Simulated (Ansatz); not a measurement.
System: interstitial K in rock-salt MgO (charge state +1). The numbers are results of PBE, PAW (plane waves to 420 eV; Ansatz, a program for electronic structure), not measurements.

64-site cell at the relaxed PBE lattice, the Γ point alone, smearing 0.01 eV, spin-restricted, no finite-size correction. Energies are static. The charge state is imposed; whether it is stable for some Fermi level was not computed. Sites that were not tried may lie lower.

Barriers: single points on a 2×2×2 k-point mesh shifted by half a step at the bands' geometries.

Relaxed starting cell (atoms counted from 1):

```xyz
65
Lattice="8.5072 0.0000 0.0000 0.0000 8.5072 0.0000 0.0000 0.0000 8.5072" Properties=species:S:1:pos:R:3 pbc="T T T"
Mg    -0.0063    -0.0044     0.0016
Mg    -0.0513    -0.0496     4.2620
Mg    -0.0510     4.2562    -0.0433
Mg    -0.0297     4.2847     4.2905
Mg     4.2539    -0.0497    -0.0437
Mg     4.2829    -0.0279     4.2910
Mg     4.2828     4.2850    -0.0219
Mg     4.5117     4.5149     4.5198
O      2.1255    -0.0221    -0.0162
O      2.1097    -0.0386     4.2749
O      2.1097     4.2690    -0.0326
O      1.9494     4.4273     4.4326
O      6.3778     0.0020     0.0079
O      6.4038    -0.0239     4.2596
O      6.4035     4.2538    -0.0178
O      6.4183     4.2693     4.2750
Mg    -0.0281     2.0972     2.1030
Mg    -0.0508     2.1254     6.4372
Mg    -0.0506     6.4309     2.1312
Mg    -0.0062     6.3859     6.3919
Mg     4.5044     1.8717     1.8772
Mg     4.2829     2.0955     6.4143
Mg     4.2828     6.4085     2.1014
Mg     4.2531     6.4326     6.4385
O      1.9572     1.9598     1.9654
O      2.1099     2.1121     6.4244
O      2.1098     6.4185     2.1179
O      2.1256     6.4051     6.4111
O      6.4163     2.1122     2.1178
O      6.4036     2.1276     6.4116
O      6.4035     6.4054     2.1335
O      6.3772     6.3791     6.3850
Mg     2.0949    -0.0259     2.1030
Mg     2.1234    -0.0490     6.4370
Mg     1.8714     4.5052     1.8796
Mg     2.0937     4.2847     6.4138
Mg     6.4294    -0.0490     2.1315
Mg     6.3840    -0.0043     6.3919
Mg     6.4060     4.2849     2.1015
Mg     6.4306     4.2551     6.4383
O     -0.0241    -0.0220     2.1334
O      0.0000     0.0018     6.3858
O     -0.0407     4.2690     2.1177
O     -0.0254     4.2537     6.4112
O      4.2670    -0.0390     2.1175
O      4.2517    -0.0239     6.4116
O      4.4254     4.4286     1.9567
O      4.2669     4.2692     6.4263
Mg     2.0949     2.0974    -0.0201
Mg     1.8699     1.8727     4.5119
Mg     2.1233     6.4308    -0.0428
Mg     2.0936     6.4081     4.2904
Mg     6.4294     2.1256    -0.0431
Mg     6.4063     2.0954     4.2910
Mg     6.3840     6.3860     0.0016
Mg     6.4308     6.4326     4.2610
O     -0.0241     2.1274    -0.0161
O     -0.0411     2.1119     4.2749
O     -0.0002     6.3800     0.0076
O     -0.0254     6.4052     4.2596
O      4.2670     2.1119    -0.0332
O      4.4269     1.9496     4.4351
O      4.2517     6.4054    -0.0179
O      4.2671     6.4210     4.2751
K      3.1975     3.1955     3.2039
```
Cell charge +1.

End state 1 differs by these moves (Å; atoms that move under 0.08 Å are left out):

```
atom  element     Δx     Δy     Δz
----  -------  -----  -----  -----
2          Mg   0.10   0.00   0.00
3          Mg   0.10   0.00   0.00
8          Mg  -0.51   0.00   0.00
12          O   0.14  -0.16  -0.16
16          O   0.13   0.15   0.15
18         Mg   0.10   0.00   0.00
19         Mg   0.10   0.00   0.00
21         Mg  -0.51   0.00   0.00
25          O   0.13   0.15   0.15
29          O   0.14  -0.16  -0.16
35         Mg   0.23  -0.22   0.22
39         Mg   0.23   0.22  -0.22
43          O   0.08   0.00   0.00
47          O  -0.34   0.00   0.00
50         Mg   0.23   0.22  -0.22
54         Mg   0.23  -0.22   0.22
58          O   0.08   0.00   0.00
62          O  -0.35   0.00   0.00
65          K   2.11  -0.01  -0.01
```

Problem. What forward and backward barriers to end state 1 does PBE, PAW give?

Solution. forward 0.56 eV, backward 0.56 eV; at the saddle point atom 65 has neighbours Mg at 2.13, Mg at 2.14; 2 O at 2.06, 2 O at 2.51, 2 O at 2.53 Å. The saddle point's order was not checked, and it lies on a symmetry element of the cell, where a band can be held.
